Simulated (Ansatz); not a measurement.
The parent structure is SiO₂ in the rutile structure (space group P4_2/mnm, No. 136; a = 4.1945 Å, c = 2.6785 Å). Axes: x, y, z lie along a, b, c of the conventional cell.

Method: PBEsol (Ansatz, an electronic-structure program; PAW; 420 eV plane waves; without spin-orbit coupling).

Before the change:

Volume per atom: 7.85 Å³
Hole mass: 1.8 mₑ along c, 1.1 mₑ across (at Γ)

The change: biaxial strain −1.20 %, plane normal [001], relaxed out of plane (Cartesian); in-plane vectors clamped, the third vector and the atoms free.

Q: What does the calculation give for the volume per atom after the change?

A: The volume per atom shrinks by 0.138 Å³ (7.85 Å³ → 7.72 Å³).

Q: How does this affect the hole mass?

A: The hole mass goes from 1.8 mₑ along c, 1.1 mₑ across (at Γ) to 1.6 mₑ out of plane, 1.1 mₑ in plane (at Γ).

The levels and masses belong to the bands next to the band gap. Effective masses come from finite differences of ±0.01 Å⁻¹. Stability against distortions was not tested.
